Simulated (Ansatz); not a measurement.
We consider fluorite PtAl2, described by PBEsol+SOC in Ansatz (PAW).

Input file:

Ansatz 0.2 input:
```yaml
crystal:
  lattice:
    - [0.0, 2.9444382244, 2.9444382244]
    - [2.9444382244, 0.0, 2.9444382244]
    - [2.9444382244, 2.9444382244, 0.0]
  atoms:
    - { symbol: Al, position: [0.25, 0.25, 0.25] }
    - { symbol: Al, position: [0.75, 0.75, 0.75] }
    - { symbol: Pt, position: [0.0, 0.0, 0.0] }
basis:
  ecutwfc: 520
  ecutrho_ratio: 4
  xc_grid: 2
kpoints:
  mp_grid: { grid: [16, 16, 16] }
hamiltonian:
  xc: pbesol
  dispersion: none
  pseudopotentials: { kind: paw }
scf:
  occupations: { method: fermi_dirac, width: 0.05 }
  convergence: { dr2_threshold: 0.0000000003 }
output:
  forces: true
  stress: true
  eigenvalues: true
magnetization:
  noncollinear: true
  spin_orbit: true
```

From the output:

```
Crystal: 3 atoms, lattice volume = 51.055 Å³
Basis set: ecut = 520 eV, 1363 PW (Γ), exchange–correlation on 64×64×64 points (8 copies of the dense FFT grid, shifted against one another)
Bands: 32, of which v1, the nominal top of the filled ones, is band 24 counted from 1 (23 counted from 0)
Symmetry: 48 space group operations + 48 with time reversal
k-points: 145 of 4096
Initial density: superposition of atomic densities (chi_scale 0.1, normalization cell, long waves kept (reshape's long-wave potential 0.00 eV rms))
Functional: x = pbesol(κ = 0.804, μ = 0.12345679012345678), c = pbesol(β = 0.046)
spin=Noncollinear: Kerker preconditioning applied to the charge; magnetization (m_x, m_y, m_z) channels mix plain (no charge-response kernel on spin).
SCF 1 converged in 10 iterations: F = -13469.462537 eV  dr2 = 2.00e-11
SCF converged after 10 iterations
Free energy (F): -13469.462537 eV
Internal energy: -13469.453814 eV  (E = F + TS)
E sigma→0 (E₀):  -13469.458175 eV
Fermi energy:    11.438185 eV
--- Forces (eV/Å), atoms counted from 1 ---
  atom   1  Al     0.00000000    -0.00000000    -0.00000000
  atom   2  Al     0.00000000    -0.00000000     0.00000000
  atom   3  Pt    -0.00000000     0.00000000     0.00000000
--- Stress (GPa, compression-positive) ---
       -0.000125      -0.000000      -0.000000
        0.000000      -0.000125      -0.000000
       -0.000000      -0.000000      -0.000125
  P = ⅓ Tr σ = -0.0001 GPa (-0.001 kbar)
```

The PAW data were made under PBE.

Ansatz is a quantum-chemistry and plane-wave program.
